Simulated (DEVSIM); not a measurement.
Device: isotype n-n heterojunction Si/Ge, at 400 K.

```tsv
layer (left to right)	material	thickness (μm)	Nd (cm⁻³)	τn (s)	τp (s)
1	Si	0.220	4e17	4.6e-7	4.6e-7
2	Ge	0.130	5e15	4.6e-7	4.6e-7
```

Left contact: ohmic. Right contact: ohmic. Voltage is applied to the left contact. Recombination: SRH at mid-gap, radiative, Auger. Mobility is μmin + (μ − μmin)/(1 + (N/Nref)^α).

The device is made up for the run: typed textbook-type constants, with dimensions and the other settings drawn at random. Values at 300 K; Nc and Nv go as T^1.5, mobilities as T to minus their exponent, the gap by Varshni's rule with the affinity fixed.

| parameter | Si | Ge |
|---|---|---|
| gap (eV) | 1.124 | 0.664 |
| affinity (eV) | 4.05 | 4 |
| permittivity | 11.7 | 16 |
| Nc (cm⁻³) | 2.86e19 | 1.04e19 |
| Nv (cm⁻³) | 3.1e19 | 6e18 |
| μn (cm²/Vs) | 1417 | 3900 |
| μp (cm²/Vs) | 470 | 1900 |
| μn,min | 52 | 150 |
| μp,min | 45 | 100 |
| Nref,n | 9.7e16 | 2.6e17 |
| Nref,p | 2.2e17 | 4e17 |
| αn | 0.68 | 0.56 |
| αp | 0.72 | 0.6 |
| T exponent of μn | 2.3 | 1.66 |
| T exponent of μp | 2.2 | 2.33 |
| B (cm³/s) | 4.7e-15 | 6.4e-14 |
| Cn (cm⁶/s) | 2.8e-31 | 1e-31 |
| Cp (cm⁶/s) | 9.9e-32 | 1e-31 |
| Varshni α (eV/K) | 0.000473 | 0.000477 |
| Varshni β (K) | 636 | 235 |

Simulated with DEVSIM: 1D drift-diffusion, Boltzmann statistics, complete ionisation; no tunnelling, impact ionisation, image-force lowering or self-heating. Band offsets follow the typed affinities; no thermionic-emission limit at abrupt steps, no polarisation charge.

Q: Give the dark forward current.

A: 
```tsv
V (V)	J (A/cm²)
0.05	8300
0.10	16000
0.15	22000
0.25	34000
0.30	40000
0.35	46000
0.40	51000
0.50	63000
0.55	68000
0.60	74000
0.65	79000
0.75	90000
0.80	96000
0.85	100000
```
